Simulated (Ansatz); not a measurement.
## Stishovite (SiO2)

Method: r²SCAN (Ansatz, an electronic-structure program, plane waves, PAW).

Settings: plane-wave cutoff 600 eV, 6×6×10 k mesh (along the axes of the cell as run), scalar-relativistic PAW data made under PBE.

Cell (relaxed at this level):

```
O2Si
1.0
    4.18491     0.00000     0.00000
    0.00000     4.18491     0.00000
    0.00000     0.00000     2.66866
Si O
2 4
Cartesian
  0.00000   0.00000   0.00000
  2.09245   2.09245   1.33433
  1.28105   1.28105   0.00000
  3.37350   0.81141   1.33433
  0.81141   3.37350   1.33433
  2.90386   2.90386   0.00000
```

```
Item                                            Result
---------------------------------------------  -------
elastic constant C11                           452 GPa
elastic constant C12                           203 GPa
elastic constant C13                           195 GPa
elastic constant C33                           766 GPa
elastic constant C44                           257 GPa
elastic constant C66                           322 GPa
Voigt–Reuss–Hill bulk modulus                  310 GPa
Voigt–Reuss–Hill shear modulus (Hill average)  226 GPa
Young modulus                                  546 GPa
Poisson ratio                                    0.207
```

Measured, for comparison: elastic constant C11 462 GPa, elastic constant C12 201 GPa, elastic constant C13 190 GPa, elastic constant C33 769 GPa, elastic constant C44 258 GPa (temperature not stated, not corrected to a static lattice; as tabulated in Lakshtanov, Sinogeikin, Hellwig, Katsura, Bass et al., AGU Fall Meeting 2007 …); elastic constant C66 299 GPa (temperature not stated, not corrected to a static lattice, our sources range from 299 to 321; as tabulated in Lakshtanov, Sinogeikin, Hellwig, Katsura, Bass et al., AGU Fall Meeting 2007 …). Computed (rounded) less measured: elastic constant C11 -2 %, elastic constant C12 +1.0 %, elastic constant C13 +3 %, elastic constant C33 -0.4 %, elastic constant C44 -0.4 %, elastic constant C66 +8 % (+0.3 % to +8 % over the range). A static lattice is as a rule a little smaller and stiffer than an uncorrected measurement, which narrows the difference in the elastic constant C13, elastic constant C66 and would widen misses of the other sign.

Elastic constants are with the ions relaxed.
